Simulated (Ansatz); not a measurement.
Data:

```
GaN
1.0
    0.00000     2.26527     2.26527
    2.26527     0.00000     2.26527
    2.26527     2.26527     0.00000
Ga N
1 1
Direct
  0.00000   0.00000   0.00000
  0.25000   0.25000   0.25000
```

No spin polarisation.

Method: PBE (Ansatz, a quantum-chemistry and plane-wave program), no spin-orbit coupling. Settings: 12×12×12 k-points, 0.05 eV Fermi–Dirac smearing.

Predict the band gap, electron mass, hole mass and width of the top valence band.

The band gap comes out as 1.62 eV. The electron mass comes out as 0.15 mₑ (at Γ). The hole mass (degenerate bands, along [100]) is 0.15, 0.89, 0.89 mₑ (at Γ) and the width of the top valence band is 3.56 eV.

Load acts through the strain it causes; cell and atoms are relaxed under it. Effective masses come from finite differences of ±0.01 Å⁻¹. Whether these cells are dynamically stable was not tested. Tetrahedral semiconductors of this kind turn to denser phases somewhere between about 1 and 50 GPa; those were not computed, so compressed cells here can lie past the real transition. The cell was made from GaN in the zinc blende structure (space group F-43m, No. 216) by this change: pressure 2.1 GPa. This is not the structure that GaN has at room temperature and ambient pressure.
